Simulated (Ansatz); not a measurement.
# TlBr in the rock salt structure (space group Fm-3m, No. 225; a cell from a computed database, its experimental status unchecked)

```
CELL_PARAMETERS angstrom
      0.00000     3.27982     3.27982
      3.27982     0.00000     3.27982
      3.27982     3.27982     0.00000
ATOMIC_POSITIONS crystal
  Tl 0.00000 0.00000 0.00000
  Br 0.50000 0.50000 0.50000
```

The values are results of PBEsol, PAW, 420 eV (Ansatz, a quantum-chemistry and plane-wave program; scalar-relativistic without spin-orbit coupling), earlier PAW set, not measurements. Settings: 9×9×9 k-points, 0.05 eV Fermi–Dirac smearing.

```json
{
  "volume_per_atom": "35.28 Å³",
  "density": "6.69 g/cm³",
  "band_gap": "1.84 eV, direct at L",
  "electron_mass": "0.27 mₑ along k, 0.30 mₑ across",
  "hole_mass": "0.39 mₑ along k, 0.34 mₑ across",
  "Lowest conduction-band minima above the VBM": "L along ⟨111⟩ 1.84 eV; a point along ⟨110⟩, about 0.6 Å⁻¹ from Γ 2.66 eV",
  "total_energy": "-7017.854 eV/atom (σ→0; compares only within this code and set-up)"
}
```

With Tl present, leaving out spin-orbit coupling can change the band edges. Effective masses come from finite differences of ±0.01 Å⁻¹. Along k means along the line from Γ to the band edge. Stability against distortions was not tested. This is not the structure that TlBr has at room temperature and ambient pressure.
